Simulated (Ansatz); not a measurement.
Pressure series in InP

Base system: InP in the zinc blende structure (space group F-43m, No. 216).

Space group F-43m (No. 216); a = b = c = 5.907 Å, α = β = γ = 90.00°

```tsv
atom	site	symmetry	x	y	z
In	4a	-43m	0.0000	0.0000	0.0000
P	4d	-43m	0.7500	0.7500	0.7500
```
(The calculation used a cell of 2 atoms; values per cell refer to that cell.)

Cell and atoms are relaxed at each pressure.

Level of theory: r2SCAN, PAW, 500 eV (Ansatz, a quantum-chemistry and plane-wave program; no SOC).

Notes on the quantities. enthalpy: H = E + PV relative to the base's energy.

| case | electron mass | band gap | shortest interatomic distance | enthalpy |
|---|---|---|---|---|
| base | 0.074 mₑ (at Γ) | 1.03 eV | 2.558 Å | – |
| pressure −2 GPa | 0.062 mₑ (at Γ) | 0.84 eV | 2.585 Å | -0.33 eV/atom |
| pressure −1 GPa | 0.068 mₑ (at Γ) | 0.94 eV | 2.571 Å | -0.16 eV/atom |
| pressure 0.9 GPa | 0.077 mₑ (at Γ) | 1.10 eV | 2.547 Å | +0.14 eV/atom |
| pressure 2.1 GPa | 0.083 mₑ (at Γ) | 1.20 eV | 2.533 Å | +0.33 eV/atom |
| pressure 4.5 GPa | 0.093 mₑ (at Γ) | 1.36 eV | 2.509 Å | +0.70 eV/atom |
| pressure 9 GPa | 0.11 mₑ (at Γ) | 1.63 eV | 2.471 Å | +1.37 eV/atom |
| pressure 15 GPa | 1.8 mₑ along k, 0.24 mₑ across (at X) | 1.76 eV | 2.429 Å | +2.22 eV/atom |
| pressure 22.5 GPa | 1.8 mₑ along k, 0.24 mₑ across (at X) | 1.64 eV | 2.387 Å | +3.22 eV/atom |
| pressure 30 GPa | 1.9 mₑ along k, 0.24 mₑ across (at X) | 1.54 eV | 2.352 Å | +4.18 eV/atom |

Load acts through the strain it causes; cell and atoms are relaxed under it. Effective masses come from finite differences of ±0.01 Å⁻¹. Along k means along the line from Γ to the band edge. No phonon test of stability was made. Measured, InP leaves this structure (for rock salt) near 9.8 GPa (temperature not stated; as listed in Datta, Sujoy, Jana, Debnarayan, arXiv (2020)).
